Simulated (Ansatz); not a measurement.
The starting structures come from a database of crystals and need not be the phases stable at ambient conditions.

Inside the gap of an insulator the Bloch states are evanescent, with a wavenumber k + iκ along the transport direction.

Input:

```xyz
4
Lattice="3.9093 0.0000 0.0000 0.0000 3.9093 0.0000 0.0000 0.0000 5.5221" Properties=species:S:1:pos:R:3 pbc="T T T"
Zn     1.9546     0.0000     4.2137
Zn     0.0000     1.9546     1.3084
Se     0.0000     0.0000     2.7611
S      1.9546     1.9546     0.0000
```

Space group of this cell: P-4m2. The cell is taken as given; by PBEsol its mean pressure is -1.2 GPa.

Transport runs along the normal of the first two printed cell vectors, the (001) plane of the conventional cell.

The gap is the functional's own. No spin-orbit coupling. Mid-gap values are interpolated on the energy grid.

Task: Give the band gap and the smallest decay constant κ at mid-gap that PBEsol run with Ansatz (a program for electronic structure) yields.

Result: Gap 1.49 eV on a 8×8×6 mesh; κ = 0.113 1/Å, at the zone centre.
